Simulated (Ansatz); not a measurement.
We consider fluorite NiSi2, described by PBE (Ansatz, a quantum-chemistry and plane-wave program, PAW).

Numerical settings: plane-wave cutoff 520 eV, 18×18×18 k mesh, Fermi–Dirac smearing 0.05 eV, no spin polarisation, scalar-relativistic PAW data made under PBE.

Computed at the level's own relaxed cell.

### Question
What does this level give for the equilibrium volume per atom, bulk modulus, lattice parameter a and pressure derivative B′ of the bulk modulus?

### Answer

- equilibrium volume per atom = 13.46 Å³/atom
- bulk modulus = 146 GPa
- lattice parameter a = 5.445 Å
- pressure derivative B′ of the bulk modulus = 4.5

The run finds no gap.

Measured, for comparison: equilibrium volume per atom 13.17 Å³/atom, lattice constant a 5.406 Å (temperature not stated, no zero-point or thermal correction; as tabulated in Wikipedia's data pages). Computed (rounded) less measured: equilibrium volume per atom +2.2 %, lattice constant a +0.7 %.

Static lattice: no zero-point or thermal effects.
